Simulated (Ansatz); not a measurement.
**Ge (model structure, I-43m, No. 217, 23 atoms in the cell)**

Calculation: LDA (Ansatz, a program for electronic structure, plane waves, PAW).

Run with plane-wave cutoff 520 eV, 6×6×6 k mesh, Fermi–Dirac smearing 0.01 eV, scalar-relativistic PAW data made under PBE.

Cell (relaxed at this level):

```yaml
crystal:
  lattice:
    - [-5.18996, 5.18996, 5.18996]
    - [5.18996, -5.18996, 5.18996]
    - [5.18996, 5.18996, -5.18996]
  atoms:
    - { symbol: Ge, position: [0.00000, 0.00000, 0.00000] }
    - { symbol: Ge, position: [0.27081, 0.27081, 0.27081] }
    - { symbol: Ge, position: [0.00000, 0.00000, 0.72919] }
    - { symbol: Ge, position: [0.00000, 0.72919, 0.00000] }
    - { symbol: Ge, position: [0.72919, 0.00000, 0.00000] }
    - { symbol: Ge, position: [0.50000, 0.25000, 0.75000] }
    - { symbol: Ge, position: [0.50000, 0.75000, 0.25000] }
    - { symbol: Ge, position: [0.75000, 0.50000, 0.25000] }
    - { symbol: Ge, position: [0.25000, 0.50000, 0.75000] }
    - { symbol: Ge, position: [0.25000, 0.75000, 0.50000] }
    - { symbol: Ge, position: [0.75000, 0.25000, 0.50000] }
    - { symbol: Ge, position: [0.44044, 0.44044, 0.16917] }
    - { symbol: Ge, position: [0.27127, 0.27127, 0.83083] }
    - { symbol: Ge, position: [0.72873, 0.55956, 0.00000] }
    - { symbol: Ge, position: [0.55956, 0.72873, 0.00000] }
    - { symbol: Ge, position: [0.16917, 0.44044, 0.44044] }
    - { symbol: Ge, position: [0.83083, 0.27127, 0.27127] }
    - { symbol: Ge, position: [0.00000, 0.72873, 0.55956] }
    - { symbol: Ge, position: [0.00000, 0.55956, 0.72873] }
    - { symbol: Ge, position: [0.44044, 0.16917, 0.44044] }
    - { symbol: Ge, position: [0.27127, 0.83083, 0.27127] }
    - { symbol: Ge, position: [0.55956, 0.00000, 0.72873] }
    - { symbol: Ge, position: [0.72873, 0.00000, 0.55956] }
```

```json
{
 "band_gap": "0.93 eV (indirect)",
 "smallest_direct_gap_on_the_k_points_sampled": "1.04 eV",
 "Γ–Γ gap": "1.61 eV"
}
```

Note: the relaxation could raise the start's symmetry but not lower it, so the cell can be a saddle point.

Spin–orbit coupling is not included.

The computed numbers hold no vibrational or temperature effects.

The result took about 6 core-minutes (a rough figure).

A model structure was made by putting elements into a prototype or built by hand; it is no filed structure, need not be a known phase, and can be a saddle point held by its symmetry.
